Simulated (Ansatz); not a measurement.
SnSiO3 (model structure, started from the tetragonal perovskite type, P4mm, No. 99, 5 atoms in the cell) was calculated with G0W0@PBEsol (plane waves, hard PAW, contour deformation; Ansatz, a first-principles code).

The same calculation (at the PBEsol cell, 11.264 Å³/atom) with different numerical settings; throughout: response cutoff 100 eV, empty bands 235:

```tsv
run	k mesh	quasiparticle gap on the mesh (eV)	quasiparticle gap at Γ (eV)	rough time
1	4×4×2	1.711	5.032	90 core-s
2	6×6×4	1.825	5.162	10 core-min
3	8×8×6	1.839	5.185	80 core-min
```

In the column quasiparticle gap at Γ (eV) the first row differs from the last by -0.153 and the next to last by -0.023.

The last row is no converged limit: other settings stay fixed.

Spin–orbit coupling is not included.

Note: filled d or f shells below the valence bands can shift G0W0 gaps through exchange with them, which wasn't tested here.

A model structure was made by putting elements into a prototype or built by hand; it is no filed structure, need not be a known phase, and can be a saddle point held by its symmetry.
